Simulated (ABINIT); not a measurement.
## How a calculation on YIr2 (Fd-3m, 6 atoms in the cell) responds to its settings

```cif
data_Ir4Y2
_chemical_formula_sum 'Y2 Ir4'
_space_group_name_H-M_alt 'P 1'
_space_group_IT_number 1
_cell_length_a 5.33827
_cell_length_b 5.33827
_cell_length_c 5.33827
_cell_angle_alpha 60.000
_cell_angle_beta 60.000
_cell_angle_gamma 60.000
loop_
_space_group_symop_operation_xyz
  'x, y, z'
loop_
_atom_site_label
_atom_site_type_symbol
_atom_site_fract_x
_atom_site_fract_y
_atom_site_fract_z
_atom_site_occupancy
Y1 Y 0.50000 0.50000 0.50000 1
Y2 Y 0.75000 0.75000 0.75000 1
Ir1 Ir 0.62500 0.12500 0.12500 1
Ir2 Ir 0.12500 0.12500 0.62500 1
Ir3 Ir 0.12500 0.62500 0.12500 1
Ir4 Ir 0.12500 0.12500 0.12500 1
```

Base run A: PBEsol, PAW (JTH v2.0 PBE PAW, files made for PBE) run with ABINIT, self-consistent single point.

Its settings: pseudos = [Y.GGA_PBE-JTH.xml, Ir.GGA_PBE-JTH.xml]; ecut = 20 Ha; pawecutdg = 40 Ha; pawxcdev = 0; ixc = -116133; occopt = 3; tsmear = 0.00367493 Ha; ngkpt = 4 4 4; nshiftk = 1; shiftk = 0 0 0; potentials = JTH v2.0 PBE PAW; nband = 52; kptopt = 1; nstep = 50; tolvrs = 1e-10.

The starting cell comes from a database of computed structures (which also holds hypothetical and non-ambient phases and stackings), without a prior relaxation at this level. Spin polarisation is off. The potentials were made for another functional than the one used. In the base run, with a pressure of about -4 GPa the cell is away from its equilibrium volume at this level.

ΔF is the free energy per atom less that of run A. 

| run | occopt, tsmear | ΔF (meV/atom) | pressure (GPa) | TS (meV/atom) |
|---|---|---|---|---|
| A | 3, 0.00367493 Ha | 0.00 | -4.34 | 23.2 |
| B | 4, 0.00367493 Ha | 13.3 | -4.41 | 0.8 |
| C | 5, 0.00367493 Ha | 13.4 | -4.41 | 0.6 |
| D | 3, 0.00734986 Ha | -36.1 | -3.90 | 100.3 |
| E | 3, 0.0110248 Ha | -101.1 | -3.09 | 239.3 |

Run C against A: The free energy goes up by 13.4 meV/atom and the pressure moves little (-4.34 to -4.41 GPa).

Run E against A: The free energy goes down by 101 meV/atom and the pressure goes from -4.34 to -3.09 GPa.

Run D against A: The free energy drops by 36.1 meV/atom and the pressure goes from -4.34 to -3.90 GPa.
